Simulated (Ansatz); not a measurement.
# Hypothetical zinc blende BiB, element substitutions

Take BiB in the zinc blende structure (space group F-43m, No. 216; a hypothetical phase, not in the database extracts checked) as the base.

```cif
data_BBi
_chemical_formula_sum 'Bi1 B1'
_space_group_name_H-M_alt 'P 1'
_space_group_IT_number 1
_cell_length_a 3.88236
_cell_length_b 3.88236
_cell_length_c 3.88236
_cell_angle_alpha 60.000
_cell_angle_beta 60.000
_cell_angle_gamma 60.000
loop_
_space_group_symop_operation_xyz
  'x, y, z'
loop_
_atom_site_label
_atom_site_type_symbol
_atom_site_fract_x
_atom_site_fract_y
_atom_site_fract_z
_atom_site_occupancy
Bi1 Bi 0.75000 0.75000 0.75000 1
B1 B 0.00000 0.00000 0.00000 1
```

Each row replaces one element on all its sites; cell and atoms are relaxed.

Levels (all Ansatz, an electronic-structure program, PAW): r2SCAN (500 eV, no spin-orbit coupling); HSE06 (420 eV, no spin-orbit coupling).

Band gaps by level, all at the geometries relaxed with r2SCAN:

```tsv
case	r2SCAN	HSE06
base	0.39 eV	0.88 eV
Bi → N	5.00 eV	5.79 eV
Bi → P	1.41 eV	1.96 eV
```

Single points use the geometry relaxed with r2SCAN. The hybrid gap comes from the SCF mesh plus the semilocal run's edge points and a few special points and is an upper bound. With Bi present, leaving out spin-orbit coupling can change the band edges. No phonon test of stability was made.
